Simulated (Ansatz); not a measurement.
An Ansatz (a first-principles code) input (plane-wave PAW DFT at the PBE level (Ansatz, 420 eV), no SOC, earlier PAW set):

Ansatz 0.2 input:
```yaml
crystal:
  lattice:
    - [0, 2.8640577616, 2.8640577616]
    - [2.8640577616, 0, 2.8640577616]
    - [2.8640577616, 2.8640577616, 0]
  atoms:
    - { symbol: As, position: [0.75, 0.75, 0.75] }
    - { symbol: Al, position: [0, 0, 0] }
basis: { ecutwfc: 420, ecutrho_ratio: 4, xc_grid: 2, fft_grid_basis: typed }
kpoints: { mp_grid: { grid: [10, 10, 10] } }
hamiltonian:
  xc: pbe
  dispersion: none
  pseudopotentials: { azcp: { folder: ./paw }, kind: paw }
scf: { occupations: { method: fermi_dirac, width: 0.05 }, convergence: { dr2_threshold: 0.0000000002 } }
output: { forces: true, stress: true }
checkpoint: { write: state.ck, write_every: 1000 }
```

Task: Which symmetry and how many k-points will the program report, and about how many plane waves at Γ?

Result: Space group F-43m (ITA 216) with 24 operations, k-points 47 of 1000, and 941 plane waves at Γ.

Stability against distortions was not tested. The cell is AlAs in the zinc blende structure (space group F-43m, No. 216).
